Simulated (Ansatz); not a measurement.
## Competing hops of W-vacancy pair in fcc Ir, neutral cell

Defect: W-vacancy pair (W on one host Ir site, one Ir site vacant) in fcc Ir, neutral cell. Computed with PBE, PAW (plane waves to 420 eV; Ansatz, an electronic-structure program).

Cell of 32 host sites held at the relaxed PBE lattice; a 2×2×2 k-point mesh shifted by half a step; Fermi-Dirac width 0.10 eV, spin-restricted; finite-size errors left in. Energies are static. Spin-orbit coupling is left out. Forms of the defect that were not tried may lie lower.

Barriers: single points on a 4×4×4 k-point mesh shifted by half a step at the bands' geometries (they differ from the bands' own by up to 0.27 eV, and are uncertain by about as much).

| Route | Start site over the lowest site run (eV) | Hop (Å) | Forward barrier (eV) | Backward barrier (eV) | Neighbours at the start | Neighbours at the saddle | Saddle order | Forward, on the band's own sampling (eV) |
|---|---|---|---|---|---|---|---|---|
| a nearby Ir atom hops onto the vacant site (W-vacancy distance between ideal sites 2.74 → 3.87 Å) | 0.13 | 2.70 | 2.54 | 2.67 | 4 Ir at 2.72, 4 Ir at 2.74, 2 Ir at 2.75, Ir at 2.76 Å | 2 Ir at 2.47, 2 Ir at 2.57, Ir at 2.79, Ir at 3.19; W at 2.83 Å | not checked, on a symmetry element | 2.27 |
| direct exchange of W with the vacancy (W-vacancy distance between ideal sites 2.74 Å throughout) | 0.13 | 2.70 | 2.98 | 2.98 | 5 Ir at 2.71, 6 Ir at 2.74 Å | 4 Ir at 2.50, 2 Ir at 2.98, 2 Ir at 3.03 Å | not checked, on a symmetry element | 2.94 |

Paths come from CI-NEB runs. Of the routes that converged and passed our checks, the lowest saddle point lies 2.67 eV above the lowest of the sites run (a nearby Ir atom hops onto the vacant site (W-vacancy distance between ideal sites 2.74 → 3.87 Å)); other sites, such as split forms, and other routes may lie lower. A band can be held on a symmetry element, so unchecked saddle points there may be too high.

The whole set of runs took roughly 2.7 core-hours.
